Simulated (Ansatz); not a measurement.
BeTe (model structure, started from the CsCl type, Pm-3m, No. 221, 2 atoms in the cell)

All values below come from r²SCAN (PAW; Ansatz, a first-principles code).

Numerical settings: plane-wave cutoff 500 eV, 14×14×14 k mesh, Fermi–Dirac smearing 0.05 eV, scalar-relativistic PAW data made under PBE.

Cell (relaxed at this level):

```xyz
2
Lattice="3.3642 0.0000 0.0000 0.0000 3.3642 0.0000 0.0000 0.0000 3.3642" Properties=species:S:1:pos:R:3 pbc="T T T"
Be     0.0000     0.0000     0.0000
Te     1.6821     1.6821     1.6821
```

```yaml
band_gap: none
```

Note: the relaxation could raise the start's symmetry but not lower it, so the cell can be a saddle point.

Spin–orbit coupling is not included.

Static lattice: no zero-point or thermal effects.

Cost on a shared machine: about 30 core-seconds (a rough figure).

A model structure was made by putting elements into a prototype or built by hand; it is no filed structure, need not be a known phase, and can be a saddle point held by its symmetry.
